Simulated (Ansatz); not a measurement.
Abridged Ansatz (a program for electronic structure) output:

```
Relaxation: its limit of steps is 50 (relax.max_steps)
Pseudopotential: Ta, paw, valence charge 13
Crystal: 1 atoms, lattice volume = 18.233 Å³
Basis set: ecut = 500 eV, 459 PW (Γ), exchange–correlation on 100×100×96 points (64 copies of the dense FFT grid, shifted against one another)
Bands: 11, of which v1, the nominal top of the filled ones, is band 7 counted from 1 (6 counted from 0)
Symmetry: 16 space group operations
k-points: 1639 of 21952
Functional: x = r2scan, c = r2scan; τ floored in thin density (d = 2e-4 eV/Å³)
SCF iter   1: F=—  HF=-9944.320695 eV  |F-HF|=—  |Δ(HF+E_count)|=         —  Δρ=6.06e-3  dr2=1.68e-3  dr2_τ=1.49e-2  ethr=1.77e-3  ⟨swp⟩=5.5  Hψ=108134  notcnv=0
SCF iter   2: F=—  HF=-9944.337232 eV  |F-HF|=—  |Δ(HF+E_count)|=   1.65e-2  Δρ=3.53e-3  dr2=6.78e-4  dr2_τ=2.36e-4  ethr=1.29e-5  ⟨swp⟩=2.1  Hψ=41382  notcnv=0  defer=10
SCF 1 converged in 6 iterations: F = -9944.338024 eV  dr2 = 7.32e-9
relax step   1: F+E_penalty+E_count = -9944.33802378 eV  Δ(F+E_penalty+E_count) = +0.000e0 eV  max|allowed force component| = 0.000e0 eV/Å  Δτ_max = 0.0000 Å  P = -1.801 GPa  Ω = 18.233 Å³  fix = [a, b, gamma]  reactions: a -2.117, b -2.117 GPa  (6 SCF iters, dr2 threshold 1.00e-7 eV, accepted)
[... steps on the carried basis left out ...]
relax step   4: F+E_penalty+E_count = -9944.33834183 eV  Δ(F+E_penalty+E_count) = -7.414e-7 eV  max|allowed force component| = 0.000e0 eV/Å  Δτ_max = 0.0000 Å  P = -0.942 GPa  Ω = 18.155 Å³  energy of the carried Pulay correction = +2.996e-5 eV  fix = [a, b, gamma]  reactions: a -1.414, b -1.414 GPa  (3 SCF iters, dr2 threshold 1.46e-9 eV, accepted)
Crystal: 1 atoms, lattice volume = 18.155 Å³
SCF iter   1: F=—  HF=-9944.338313 eV  |F-HF|=—  |Δ(HF+E_count)|=         —  Δρ=1.34e-5  dr2=3.87e-9  dr2_τ=3.73e-8  ethr=2.37e-8  ⟨swp⟩=3.4  Hψ=161119  notcnv=0
SCF iter   2: F=—  HF=-9944.338312 eV  |F-HF|=—  |Δ(HF+E_count)|=   2.37e-7  Δρ=6.64e-6  dr2=9.21e-10  dr2_τ=1.32e-9  ethr=2.98e-11  ⟨swp⟩=2.5  Hψ=29385  notcnv=0
SCF 5 converged in 5 iterations: F = -9944.338312 eV  dr2 = 2.30e-13
SCF converged after 5 iterations
Free energy (F): -9944.338312 eV
Internal energy: -9944.296752 eV  (E = F + TS)
E sigma→0 (E₀):  -9944.317532 eV
Entropy (-TS):   -0.041561 eV (-41.561 meV/atom)
Fermi energy:    18.325359 eV
--- Forces (eV/Å), atoms counted from 1 ---
  atom   1  Ta     0.00000000     0.00000000     0.00000000
--- Stress (GPa, compression-positive) ---
       -1.414221      -0.000000       0.000000
       -0.000000      -1.414221      -0.000000
        0.000000      -0.000000      -0.000960
  P = ⅓ Tr σ = -0.9431 GPa (-9.431 kbar)
--- Relaxed structure (4 steps of the walk, 3 accepted, 1 SCFs on fresh bases) ---
  cell:  # Å, volume = 18.1549 Å³
    - [3.3262568041, 3.8272342968895137e-22, -5.045900250654639e-11]
    - [3.8272613774483798e-22, 3.3262568041, 5.0459003899240444e-11]
    - [1.6631284020748922, -1.6631284020748922, 1.6409000460136007]
  atoms:
    - { symbol: Ta, position: [0.0, 0.0, 0.0] }
```

Problem. What was computed, and what are the main results?

Solution. Ta, 1 atom in the cell, with r2SCAN in Ansatz (plane waves to 500 eV, PAW, no spin-orbit coupling). The last SCF converged to F = -9944.338312 eV, or -9944.3383 eV per atom, at a pressure of -0.94 GPa. The total energy compares only with runs of the same code, potentials and settings.

The cells carry an imposed strain or load. Stability against distortions was not tested. All final runs are without spin polarisation. The cell was made from Ta in the bcc (W type) structure (space group Im-3m, No. 229) by this change: biaxial strain +0.61 %, plane normal [001], relaxed out of plane.

Keys are those of Ansatz 0.2.
